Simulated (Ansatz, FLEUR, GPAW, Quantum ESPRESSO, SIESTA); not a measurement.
# One structure in several programs: ScCd3 (P6_3/mmc, 8 atoms in the cell)

Self-consistent single point, at a second geometry (lattice scaled by 0.98). First geometry:

```
CELL_PARAMETERS angstrom
      6.35417     0.00000     0.00000
     -3.17708     5.50287     0.00000
      0.00000     0.00000     4.84750
ATOMIC_POSITIONS crystal
  Sc 0.33333 0.66667 0.25000
  Sc 0.66667 0.33333 0.75000
  Cd 0.83410 0.66820 0.25000
  Cd 0.16590 0.33180 0.75000
  Cd 0.16590 0.83410 0.75000
  Cd 0.83410 0.16590 0.25000
  Cd 0.33180 0.16590 0.25000
  Cd 0.66820 0.83410 0.75000
```

Shared settings, as Ansatz (a quantum-chemistry and plane-wave program) writes them: kpoints.mp_grid.grid = 4 4 5; scf.occupations.method = gaussian; scf.occupations.width = 0.0073 Ry. Potentials and cutoffs stand in the table.

```json
[
 {"code": "FLEUR", "model": "LDA (Perdew-Zunger), all-electron FLAPW (FLEUR), scalar-relativistic valence", "ΔF from the first geometry (meV/atom)": "–", "pressure (GPa)": "–", "largest force (eV/Å)": "0.029", "cutoff": "Kmax 3.8 1/bohr"},
 {"code": "GPAW", "model": "LDA (Perdew-Wang 92), GPAW PAW datasets LDA (gpaw-data 1.0.1)", "ΔF from the first geometry (meV/atom)": "-31.3", "pressure (GPa)": "-1.97", "largest force (eV/Å)": "0.032", "cutoff": "800 eV"},
 {"code": "Ansatz", "model": "LDA (PW92), PAW files made with PBE", "ΔF from the first geometry (meV/atom)": "-28.5", "pressure (GPa)": "-1.59", "largest force (eV/Å)": "0.036", "cutoff": "default"},
 {"code": "SIESTA", "model": "LDA PW92, numerical atomic orbitals TZP, PseudoDojo LDA standard norm-conserving potentials (rewritten from UPF to PSML)", "ΔF from the first geometry (meV/atom)": "-59.2", "pressure (GPa)": "-5.45", "largest force (eV/Å)": "0.015", "cutoff": "grid 300 Ry"},
 {"code": "Quantum ESPRESSO", "model": "LDA (PZ), GBRV 1.5 ultrasoft (LDA) pseudopotentials", "ΔF from the first geometry (meV/atom)": "-26.7", "pressure (GPa)": "-2.04", "largest force (eV/Å)": "0.047", "cutoff": "50 Ry"}
]
```

For Quantum ESPRESSO (by 0.7 GPa) the energy change implies a higher mean pressure, against the two pressures, than for the other programs: a sign of finite-basis (Pulay) stress.

A dash marks a value that a program does not give, or that is left out as unsure.

The spread over the programs that give each value: ΔF from the first geometry within 32.5 meV/atom; pressure within 3.86 GPa; largest force within 0.032 eV/Å.

SIESTA uses small atom-centred bases, whose incompleteness enters pressures, forces and empty levels differently from a plane-wave cutoff. FLEUR treats all electrons, but the usual bases taken here (sphere radii, linearisation, local orbitals, empty states) were not tested for convergence, so the values are no reference for the others. Ansatz's pressure is given at a fixed set of plane waves, as the other plane-wave codes print theirs. The same LDA comes in different parametrisations, which differ slightly. In the pressure, SIESTA (by 3.48) lies more than 1 GPa from the median of the plane-wave programs.

The starting cell comes from a database of computed structures (which also holds hypothetical and non-ambient phases and stackings), without a prior relaxation at this level. For this run, on top of that: lattice scaled by 0.98.

Left out of this page: Elk (not drawn, or without a comparable value).

Keys are those of Ansatz 0.2.
